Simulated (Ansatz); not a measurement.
Seebeck coefficient (μV/K, mean over directions) of p-type Si (Fd-3m) against carrier density, PBEsol with spin-orbit coupling, rigid bands (Ansatz, a first-principles code). Computed gap 0.45 eV; densities at which minority carriers matter at this gap, or further valleys turn the trend, are left out. Conductivity mass 0.35 mₑ (harmonic mean over directions), N_v = 2.2e19 cm⁻³ at 300 K.

```tsv
hole density	300 K
1e17 cm⁻³	709
1e18 cm⁻³	511
3e18 cm⁻³	417
1e19 cm⁻³	316
3e19 cm⁻³	?
1e20 cm⁻³	?
3e20 cm⁻³	78
1e21 cm⁻³	?
```

**Question.** Fill in the missing entries.

**Answer.** 
- 3e19 cm⁻³, 300 K: 228
- 1e20 cm⁻³, 300 K: 142
- 1e21 cm⁻³, 300 K: 36

Rigid bands with a gap fixed in temperature, one relaxation time for all states, no polarons or phonon drag, and whether or not such doping can be reached.
